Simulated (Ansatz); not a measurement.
**The (310) surface of fcc Pd in its 1x1 cell, outermost plane spacing 0.62 Å in the ideal cut**

The numbers are results of PBE (plane waves to 420 eV, PAW; Ansatz, a quantum-chemistry and plane-wave program), not measurements.

Model: 17-atom slab, 10.0 Å thick at the start (thin: gaps and levels are the slab's own), 10x6x1 mesh, Fermi-Dirac 0.1 eV, dipole correction, all atoms relaxed; held to the start's symmetry, so lower structures may exist; no spin, no spin-orbit, no U.

```yaml
surface energy (mean of both faces): 1.65 J/m²
surface_energy_before_relaxation: 1.69 J/m²
work_function_of_the_top_face: 4.83 eV
energy_released_by_relaxation: 0.13 eV
cost: very roughly 16 core-minutes
```
